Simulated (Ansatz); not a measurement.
The parent structure is Os in the hcp (Mg type) structure (space group P6_3/mmc, No. 194; a = 2.7543 Å, c = 4.3474 Å; relaxed with 0.1 eV smearing). Axes: x lies along a and z along c of the hexagonal cell.

Computed with PBE/PAW in Ansatz (a quantum-chemistry and plane-wave program), no SOC.

Base values:

The shortest interatomic distance is 2.693 Å.

Now apply this change: uniaxial strain ε_zz = −1.50 %, all other strain components held at zero, atoms relaxed at fixed cell.

### Question
What does the calculation give for the stress after the change?

### Answer
The stress (xx, yy, zz, yz, xz, xy; compression positive) comes out as (3.5, 3.5, 12.9, 0.0, 0.0, 0.0) GPa.

### Question
Predict the new energy relative to the base.

### Answer
The energy goes up by 8.5 meV/atom.

### Question
What does the calculation give for the shortest interatomic distance after the change?

### Answer
The shortest interatomic distance shrinks by 0.026 Å, from 2.693 Å to 2.667 Å.

No phonon test of stability was made. All final runs are without spin polarisation.
